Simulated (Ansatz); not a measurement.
Results of r²SCAN in Ansatz (PAW) for TiC (model structure, started from the NbAs type, I4₁md, No. 109, 4 atoms in the cell).

Settings: plane-wave cutoff 560 eV, 28×28×28 k mesh, Fermi–Dirac smearing 0.05 eV, no spin polarisation, scalar-relativistic PAW data made under PBE.

Cell (relaxed at this level):

```
TiC
1.0
   -1.41271     1.41271     5.31721
    1.41271    -1.41271     5.31721
    1.41271     1.41271    -5.31721
Ti C
2 2
Cartesian
  0.00000   0.00000   5.36506
  1.41271   0.00000   2.70646
  0.00000   0.00000   9.69327
  0.00000   1.41271   1.71746
```

**Question.** Predict the bulk modulus B0.

**Answer.** 
bulk modulus B0: 231 GPa

Note: the bulk modulus is −V dP/dV from two relaxed cells at ±2 % in volume; the relaxation could raise the start's symmetry but not lower it, so the cell can be a saddle point.

Computed values are for the static lattice.

A model structure was made by putting elements into a prototype or built by hand; it is no filed structure, need not be a known phase, and can be a saddle point held by its symmetry.

Ansatz is a quantum-chemistry and plane-wave program.
